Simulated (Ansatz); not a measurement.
**How the band gap of Sb2S3 (Pnma, No. 62, 20 atoms in the cell; start mp-1189633) moves with the method**

No measured value is used here.

```tsv
level (code)	value (eV)
LDA (Ansatz)	1.14
PBEsol+SOC (Ansatz)	1.08 (direct)
HSE06 (Ansatz)	___
```

Problem. Fill in the missing entries.

Solution. 
- HSE06 (Ansatz, a quantum-chemistry and plane-wave program), value (eV): 1.67

Computed values are for a static lattice. Spin–orbit coupling is included only where a level's name says +SOC; with heavier elements it mostly lowers gaps and can invert bands.  PBEsol+SOC: the gap is read on the k mesh or supercell of the run alone and can be too large. Values are at the PBE-D3(BJ) cell. Cutoffs and k meshes differ between the levels. Ansatz's density-functional and Hartree–Fock values are scalar-relativistic unless marked +SOC, with PAW data made under PBE.

A start named mp-… is a Materials Project structure, which need not be a measured phase.
